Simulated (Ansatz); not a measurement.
# Hypothetical CsCl type NbP under a change: biaxial strain −0.97 %, plane normal [001], relaxed out of plane

Base system: NbP in the CsCl type structure (space group Pm-3m, No. 221; a = 3.1101 Å; a hypothetical phase, not in the database extracts checked; relaxed with 0.1 eV smearing). Axes: x, y, z lie along the cube axes.

One thing is altered: biaxial strain −0.97 %, plane normal [001], relaxed out of plane (Cartesian); in-plane vectors clamped, the third vector and the atoms free.

Method: PBE (Ansatz, an electronic-structure program, PAW, no SOC). Settings: 19×19×19 k-points, 0.1 eV Fermi–Dirac smearing.

```csv
quantity,base,changed,shift
volume per atom,15.04 Å³,14.84 Å³,-0.20 Å³
space group,Pm-3m (No. 221),P4/mmm (No. 123),–
energy relative to the base (free energy F),0 meV/atom,+3.6 meV/atom,+3.6 meV/atom
"pressure (mean of the normal stresses, compression positive)",0.0 GPa,2.7 GPa,+2.7 GPa
band gap,zero,zero,–
out-of-plane strain,–,+0.59 %,–
ratio −ε⊥/ε∥,–,0.61,–
```

Stability against distortions was not tested. All final runs are without spin polarisation.
